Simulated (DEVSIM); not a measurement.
System: Mo/HfO2/SiO2/n-Si capacitor, at 300 K.

Layer 1 from the left is HfO2, thickness (nm) 26.0. Layer 2 from the left is SiO2, thickness (nm) 0.770. Layer 3 from the left is Si, thickness (nm) 1100, Nd (cm⁻³) 2.9e17.

Metal gate on the left, work function 4.6 eV. Fixed charge at the semiconductor interface -1.2e11 cm⁻² (in units of +e); no interface traps.

The device is made up for the run: typed textbook-type constants, with dimensions and the other settings drawn at random. Values at 300 K.

HfO2: gap (eV) 5.7, affinity (eV) 2.5, permittivity 22. SiO2: gap (eV) 9, affinity (eV) 0.9, permittivity 3.9. Si: gap (eV) 1.124, affinity (eV) 4.05, permittivity 11.7, Nc (cm⁻³) 2.86e19, Nv (cm⁻³) 3.1e19.

### Question
Estimate by hand the flat-band voltage, the threshold voltage, and compare with a numerical solution.

### Answer

- Flat-band voltage: C = 0.642 μF/cm², work-function difference 0.431 V; VFB = φms − qNf/C = 0.46 V; numerical 0.46 V.
- Threshold voltage: φF = 0.442 V, depletion charge √(4εqNφF) = 2.92e-7 C/cm²; VT = VFB − 2φF − Qd/C = -0.88 V; numerical -0.88 V.

Model (solved in DEVSIM): 1D Poisson equation in equilibrium, Boltzmann statistics, complete ionisation; no quantum confinement or tunnelling. Metal contacts follow the ideal Schottky-Mott rule: no Fermi-level pinning, no interface dipoles.
